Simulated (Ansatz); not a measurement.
Worked example: self-consistent single point of Zr (Im-3m, 1 atom in the cell) in Ansatz (an electronic-structure program).

Method of the run: LDA (PW92), default PAW files made with PBE (plane waves; Ansatz).

```
CELL_PARAMETERS angstrom
     -1.79980     1.79980     1.79980
      1.79980    -1.79980     1.79980
      1.79980     1.79980    -1.79980
ATOMIC_POSITIONS crystal
  Zr 0.00000 0.00000 0.00000
```

Reference input (self-consistent single point, DFT, LDA (PW92), plane waves, default PAW files made with PBE): basis.ecutwfc = 420 eV; kpoints.mp_grid.grid = 13 13 13; hamiltonian.xc = lda; hamiltonian.pseudopotentials = {kind: paw} (the program's default PAW files); scf.occupations.method = fermi_dirac; scf.occupations.width = 0.1 eV. This run's input differs from it in these lines:

Ansatz 0.2 input:
```diff
@@ -8,3 +8,3 @@
 basis:
-  ecutwfc: 420.0
+  ecutwfc: 295.0
 kpoints:
```

Log, with long lists cut:

```
SCF iter   1: F=—  HF=-4077.360503 eV  |F-HF|=—  |Δ(HF+E_count)|=         —  Δρ=4.99e-3  dr2=3.88e-3  ethr=1.77e-3  ⟨swp⟩=4.9  Hψ=4675  notcnv=0
all-band conjugate gradients solve this SCF's bands
preconditioner: auto → none
SCF iter   2: F=—  HF=-4077.359437 eV  |F-HF|=—  |Δ(HF+E_count)|=   1.07e-3  Δρ=2.23e-3  dr2=5.01e-4  ethr=3.24e-5  ⟨swp⟩=1.0  Hψ=1512  notcnv=0
SCF iter   3: F=—  HF=-4077.359488 eV  |F-HF|=—  |Δ(HF+E_count)|=   5.04e-5  Δρ=4.81e-4  dr2=2.67e-5  ethr=4.17e-6  ⟨swp⟩=1.0  Hψ=840  notcnv=0
SCF iter   4: F=—  HF=-4077.359490 eV  |F-HF|=—  |Δ(HF+E_count)|=   2.00e-6  Δρ=2.25e-5  dr2=4.06e-8  ethr=2.23e-7  ⟨swp⟩=1.3  Hψ=900  notcnv=0
iter 5 did not close the SCF: its close was put off for the readings that it lacked (scf_convergence_deferred on its scf_iter line)
SCF iter   5: F=-4077.359490 eV  HF=-4077.359490 eV  |F-HF|=4.69e-10  |Δ(HF+E_count)|=   5.74e-8  Δρ=4.98e-6  dr2=2.76e-9  ethr=3.38e-10  ⟨swp⟩=2.8  Hψ=1368  notcnv=0
SCF iter   6: F=-4077.359490 eV  HF=-4077.359490 eV  |F-HF|=3.46e-11  |Δ(HF+E_count)|=  7.73e-11  Δρ=5.42e-7  dr2=4.45e-11  ethr=2.30e-11  ⟨swp⟩=1.6  Hψ=2456  notcnv=0
SCF 1 converged in 6 iterations: F = -4077.359490 eV  dr2 = 4.45e-11
Free energy (F): -4077.359490 eV
Internal energy: -4077.296618 eV  (E = F + TS)
E sigma→0 (E₀):  -4077.328054 eV
Entropy (-TS):   -0.062871 eV (-62.871 meV/atom)
Fermi energy:    13.420827 eV
--- Forces (eV/Å), atoms counted from 1 ---
  atom   1  Zr     0.00000000    -0.00000000     0.00000000
--- Stress (GPa, compression-positive) ---
       -8.103363      -0.000000      -0.000000
       -0.000000      -8.103363       0.000000
        0.000000      -0.000000      -8.103363
  P = ⅓ Tr σ = -8.1034 GPa (-81.034 kbar)
  The stress holds the Pulay correction. Without it, at fixed plane waves, as pw.x and ABINIT print it: P = -9.7750 GPa
```

The run converged in 6 iterations. Against the reference run the free energy rises by 26.9 meV/atom and the pressure hardly changes (-8.15 to -8.10 GPa).

The starting cell comes from a database of computed structures (which also holds hypothetical and non-ambient phases and stackings), without a prior relaxation at this level. Its lattice was rescaled by up to half a per cent. Ansatz's pressure includes its estimate of the finite-basis (Pulay) stress. Without the estimate this run gives -9.78 GPa. The cutoff lies below the one recommended for these files.
